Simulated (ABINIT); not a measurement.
Band structure of Sn3Bi (Fm-3m, 4 atoms in the cell).

```yaml
crystal:
  lattice:
    - [0.00000, 3.93831, 3.93831]
    - [3.93831, 0.00000, 3.93831]
    - [3.93831, 3.93831, 0.00000]
  atoms:
    - { symbol: Sn, position: [0.00000, 0.00000, 0.00000] }
    - { symbol: Sn, position: [0.25000, 0.25000, 0.25000] }
    - { symbol: Sn, position: [0.75000, 0.75000, 0.75000] }
    - { symbol: Bi, position: [0.50000, 0.50000, 0.50000] }
```

Method of the run: PBEsol, norm-conserving pseudopotentials (PseudoDojo nc-sr-04 PBEsol standard) (plane waves; ABINIT).

Settings: pseudos = [Sn.upf, Bi.upf]; ecut = 36 Ha; ixc = -116133; occopt = 3; tsmear = 0.00367493 Ha; ngkpt = 4 4 4; nshiftk = 1; shiftk = 0 0 0; potentials = PseudoDojo nc-sr-04 PBEsol standard; kptopt = 1; nstep = 80; tolvrs1 = 1e-12; ndtset = 2.

The starting cell comes from a database of computed structures (which also holds hypothetical and non-ambient phases and stackings), without a prior relaxation at this level. Its lattice was rescaled by a random factor within 2.5 % of one. Spin-orbit coupling is off.

Levels in eV from the Fermi level, bands 26 to 33:
```
point     26     27     28     29     30     31     32     33
-----  -----  -----  -----  -----  -----  -----  -----  -----
Γ      -1.97  -1.97  -1.40  -1.40  -1.40  -0.75  -0.75  -0.75
X      -4.35   0.72   0.87   1.48   1.48   2.04   2.04   2.56
W      -2.40  -2.13  -2.13   1.86   1.86   2.42   2.45   3.35
K      -2.54  -1.08  -0.75   0.63   1.09   1.77   3.09   3.23
L      -2.69  -2.15  -2.15  -0.13  -0.03   2.40   2.40   2.82
U      -2.54  -1.08  -0.75   0.63   1.09   1.77   3.09   3.23
```

Bands cross the Fermi level along this path, so the cell is metallic at this level.
